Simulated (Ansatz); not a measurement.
Take TaSi2 (space group P6_222, No. 180; a = 4.803 Å, c = 6.603 Å) as the base. Axes: x lies along a and z along c of the hexagonal cell.

Calculations: Ansatz (an electronic-structure program) PBE, no spin-orbit coupling.

For the base:

| Property | Value |
|---|---|
| Pressure | 0.0 GPa |
| Volume per atom | 14.66 Å³ |

The change: compressive biaxial strain of 3.38 % in the plane normal to [001], as in epitaxy on a mismatched substrate; the out-of-plane cell vector and the atoms relax.

What happens to the pressure?

The pressure (mean of the normal stresses, compression positive) goes from zero to 10.5 GPa.

Estimate the effect on the volume per atom.

The volume per atom decreases by 0.77 Å³, from 14.66 Å³ to 13.89 Å³.

Without a gap, meshes like the base's 11×11×7 leave anisotropic stresses uncertain by several tenths of a GPa, and small strain energies with them. No phonon test of stability was made. All final runs are without spin polarisation. An odd electron count without spin: TaSi2.
